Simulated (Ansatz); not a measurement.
Ansatz (a quantum-chemistry and plane-wave program), DFT, PBE, plane waves, its default PAW files: bcc W, atoms displaced (W128), 128 atoms. Basis and mesh were picked for this test and aren't claimed converged.

```
Item                                                        Value
-----------------------------  ----------------------------------
cell                           12.66, 12.66, 12.66 Å; 90, 90, 90°
distance to the nearest atom                       2.62 to 2.72 Å
task                                                 single point
k mesh                                                      2×2×2
hamiltonian.xc                                                pbe
kind of files                                                 paw
scf.occupations.method                                fermi_dirac
scf.occupations.width                                      0.1 eV
output.forces                                                true
memory maximum (--max-ram)                                 600GiB
accuracy                                         medium (default)
basis.precision                                    auto (default)
basis.xc_grid                                         2 (default)
scf.eigensolver.kind                               auto (default)
scf.mixing.algorithm                               auto (default)
scf.mixing.preconditioner                          auto (default)
scf.convergence.dr2_threshold                     1e-06 (default)
scf.lower_state_search                            light (default)
k-points after symmetry                                         8
bands at the start                                           1076
electrons                                                    1792
plane waves at Γ                                            39607
cutoff (eV)                                                   420
FFT grid                                                 90×90×90
symmetry operations                                             1
```

Machine: one whole node with four NVIDIA GB200 cards and two Grace (Neoverse V2) sockets of 72 cores, of which 136 in all may be used; each card has its host threads on the socket beside it.

Times are medians of repeated runs, from launch to exit, start-up of the cards included. No other job ran on the node; its own services took about 4 cores, and under one core (or 1.5 %) of those that a run was pinned to. Processes are pinned to neighbouring cores unless said otherwise. Build: release build for Arm (Neoverse V2), with CUDA, one process with threads. Other compilers and libraries give other times. Scratch files lie in a memory file system.

Started as
```bash
OMP_NUM_THREADS=32 ANSATZ_TIMINGS=1 ansatz run --backend cuda --devices 1 --threads 32 --max-ram 600GiB --events-out run.ndjson --runs-dir run.runs --progress --plain run.yaml
```
(1 card, 32 host threads) it takes 3.1 s and 6 SCF iterations (all cycles of the run, searches included).

What happens to the run time with 1 card, 4 host threads?

About 3.5 s (5 runs within 4 %): 1.1× as long. The largest move is in set-up and steps outside the phases: 0.52 s to 0.67 s. As resolved by the program: eigensolver slots 8 against 4. Change in the result: energy equal as printed, forces (largest component) equal as printed.

Keys are those of Ansatz 0.2.
